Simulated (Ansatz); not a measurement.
Mn on a W site (surface) in a 3x3 cell of the 1x1 (110) surface of bcc W

Computed with PBE (plane waves to 420 eV, PAW; Ansatz, a quantum-chemistry and plane-wave program).

Slab: 36 atoms, 6.6 Å thick at the start (thin: gaps and levels are the slab's own); k 4x4x1, smearing 0.1 eV, dipole-corrected; 9 atoms held, the rest relaxed; symmetry of the start imposed; spin-polarised, no spin-orbit, no U.

The formation energy against fcc-type Mn, layered antiferromagnet, bcc W is 2.5 kcal/mol. The work function of the top face is 4.78 eV and the change of the work function is -0.036 eV. The change of the step from the bottom to the top vacuum level, against the clean slab is -0.031 eV and the energy released by relaxation comes out as 0.025 eV. The magnetic moment of the cell comes out as 2.39 μB and the largest move of a host atom comes out as 0.05 Å.
